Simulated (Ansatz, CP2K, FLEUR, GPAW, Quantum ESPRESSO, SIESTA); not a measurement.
One structure in several programs: Sr2Ir (P1, 3 atoms in the cell)

Self-consistent single point, at a second geometry (atoms moved at random). First geometry:

```
CELL_PARAMETERS angstrom
      0.00000     3.58442     3.58442
      3.58442     0.00000     3.58442
      3.58442     3.58442     0.00000
ATOMIC_POSITIONS crystal
  Sr 0.75000 0.75000 0.75000
  Sr 0.25000 0.25000 0.25000
  Ir 0.00000 0.00000 0.00000
```

Second geometry:
```xyz
3
Lattice="0.0000 3.5844 3.5844 3.5844 0.0000 3.5844 3.5844 3.5844 0.0000" Properties=species:S:1:pos:R:3 pbc="T T T"
Sr     5.4020     5.3359     5.3696
Sr     1.7846     1.8181     1.8216
Ir    -0.0178     0.0149    -0.0223
```

Shared settings, as Ansatz (a program for electronic structure) writes them: kpoints.mp_grid.grid = 6 6 6; scf.occupations.method = gaussian; scf.occupations.width = 0.136 eV. Potentials and cutoffs stand in the table.

```csv
code,model,ΔF from the first geometry (meV/atom),pressure (GPa),largest force (eV/Å),cutoff
SIESTA,"LDA PW92, numerical atomic orbitals TZP, PseudoDojo LDA standard norm-conserving potentials (rewritten from UPF to PSML)",7.8,3.15,0.451,grid 400 Ry
Ansatz,"LDA (PW92), PAW files made with PBE",4.4,-2.47,0.260,420 eV
GPAW,"LDA (Perdew-Wang 92), GPAW PAW datasets LDA (gpaw-data 1.0.1)",4.4,-2.12,0.264,600 eV
FLEUR,"LDA (Vosko-Wilk-Nusair), all-electron FLAPW (FLEUR), scalar-relativistic valence",–,–,0.264,Kmax 3.8 1/bohr
CP2K,"LDA (Pade form), GPW, DZVP-MOLOPT-SR-GTH basis, GTH-PADE potentials (GTH_POTENTIALS)",4.5,-2.36,0.272,grid 500 Ry
Quantum ESPRESSO,"LDA (PZ), GBRV 1.5 ultrasoft (LDA) pseudopotentials",4.4,-2.65,0.259,40 Ry
```

Size of the force on each atom (eV/Å): Sizes of forces hide their directions.

```json
[
 {"code": "SIESTA", "Sr1": "0.451", "Sr2": "0.367", "Ir3": "0.303"},
 {"code": "Ansatz", "Sr1": "0.260", "Sr2": "0.216", "Ir3": "0.154"},
 {"code": "GPAW", "Sr1": "0.264", "Sr2": "0.220", "Ir3": "0.156"},
 {"code": "FLEUR", "Sr1": "0.264", "Sr2": "0.220", "Ir3": "0.157"},
 {"code": "CP2K", "Sr1": "0.272", "Sr2": "0.230", "Ir3": "0.147"},
 {"code": "Quantum ESPRESSO", "Sr1": "0.259", "Sr2": "0.216", "Ir3": "0.153"}
]
```

A dash marks a value that a program does not give, or that is left out as unsure.

On Ansatz's run: spin-orbit coupling is off. Spin polarisation is off.

The spread over the programs that give each value: ΔF from the first geometry within 3.4 meV/atom; pressure within 5.80 GPa; largest force within 0.192 eV/Å.

SIESTA and CP2K use small atom-centred bases, whose incompleteness enters pressures, forces and empty levels differently from a plane-wave cutoff. FLEUR treats all electrons, but the usual bases taken here (sphere radii, linearisation, local orbitals, empty states) were not tested for convergence, so the values are no reference for the others. Ansatz's pressure is given at a fixed set of plane waves, as the other plane-wave codes print theirs. The same LDA comes in different parametrisations, which differ slightly. In the pressure, SIESTA (by 5.63) lies more than 1 GPa from the median of the plane-wave programs. In the force vectors, SIESTA (by 0.192) lies more than 0.08 eV/Å from the median of the plane-wave programs.

The starting cell comes from a database of computed structures (which also holds hypothetical and non-ambient phases and stackings), without a prior relaxation at this level. Its lattice was rescaled by a random factor within 2.5 % of one. For this run, on top of that: atoms moved at random.

Keys are those of Ansatz 0.2.
